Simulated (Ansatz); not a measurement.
The starting structures come from a database of crystals and need not be the phases stable at ambient conditions.

Inside the gap of an insulator the Bloch states are evanescent, with a wavenumber k + iκ along the transport direction.

Consider the following.

```xyz
18
Lattice="5.7482 0.0000 0.0000 0.9686 9.2158 0.0000 -0.2530 -1.2879 5.3969" Properties=species:S:1:pos:R:3 pbc="T T T"
Cs     5.4276     5.9251     2.8026
Cs     1.0363     2.0028     2.5943
Cs     2.2867     8.0480     4.2603
Cs     4.1772    -0.1201     1.1366
Li     3.7197     3.4879     1.6272
Li     2.7442     4.4400     3.7697
Li     1.4733     3.9626     0.3562
Li     4.9906     3.9653     5.0407
Si     2.4645     6.2978     0.7696
Si     3.9994     1.6301     4.6273
O      2.5544     5.0750     1.9008
O      3.9094     2.8529     3.4961
O      3.6383     5.2236     5.3715
O      2.8256     2.7043     0.0254
O      1.1619     4.4396     4.9959
O      5.3020     3.4883     0.4010
O      1.9690     7.6929     1.4307
O      4.4949     0.2350     3.9662
```

Space group of this cell: P-1. The cell is taken as given.

Transport runs along the normal of the first two printed cell vectors.

No gap correction and no spin-orbit coupling; mid-gap values are interpolated between computed energies.

Task: Estimate the band gap and the smallest decay constant κ at mid-gap that Ansatz (a first-principles code) with PBEsol returns for this system.

Result: Gap 3.93 eV on a 6×4×6 mesh; κ = 0.378 1/Å, at the zone centre.
